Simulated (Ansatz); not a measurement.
The decay constant κ of evanescent states in the gap governs leakage through a thin film.

Consider the following.

```
CELL_PARAMETERS angstrom
      7.55274     0.00000     0.00000
      0.00000     8.06886     0.00000
      0.00000     4.03443     2.32928
ATOMIC_POSITIONS crystal
  Ag 0.99902 0.66667 0.00000
  Ag 0.49902 0.33333 0.00000
  I  0.62108 0.66667 0.00000
  I  0.12108 0.33333 0.00000
```

The cell is taken as given; by PBEsol it stands under a pressure of -1.6 GPa.

Transport runs along the normal of the first two printed cell vectors, the (110) plane of the conventional cell.

The gap is the functional's own, uncorrected, and κ follows it; spin-orbit coupling is left out. Mid-gap means the computed energy nearest the middle.

### Question
Compute, with PBEsol run with Ansatz (an electronic-structure program), the band gap and the smallest decay constant κ at mid-gap.

### Answer
Gap 1.24 eV on a 4×14×14 mesh; κ = 0.116 1/Å, at the zone centre.
